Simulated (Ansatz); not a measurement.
Ge₂Sb₂Te₅ (model structure, started from the Ge2Sb2Te5-Petrov type, P-3m1, No. 164, 9 atoms in the cell)

The numbers are results of PBE (plane waves, PAW; Ansatz, a quantum-chemistry and plane-wave program), not measurements.

Run with plane-wave cutoff 500 eV, 12×12×4 k mesh (along the axes of the cell as run), Fermi–Dirac smearing 0.05 eV, scalar-relativistic PAW data made under PBE.

Cell (relaxed at this level):

```xyz
9
Lattice="4.2647 0.0000 0.0000 -2.1323 3.6933 0.0000 0.0000 0.0000 18.0412" Properties=species:S:1:pos:R:3 pbc="T T T"
Te     0.0000     0.0000     0.0000
Sb     2.1323     1.2311     2.0265
Sb     0.0000     2.4622    16.0147
Te     0.0000     2.4622     3.7721
Te     2.1323     1.2311    14.2691
Ge     0.0000     0.0000     5.9966
Ge     0.0000     0.0000    12.0446
Te     2.1323     1.2311     7.4113
Te     0.0000     2.4622    10.6299
```

```json
{
  "band_gap": "zero (no gap)"
}
```

Note: the relaxation could raise the start's symmetry but not lower it, so the cell can be a saddle point; the cell has widely spaced layers and the level no dispersion term, so their spacing and the moduli can rest on weak binding.

Spin–orbit coupling is not included.

Static lattice: no zero-point or thermal effects.

It cost roughly 24 core-minutes of CPU time.

A model structure was made by putting elements into a prototype or built by hand; it is no filed structure, need not be a known phase, and can be a saddle point held by its symmetry.
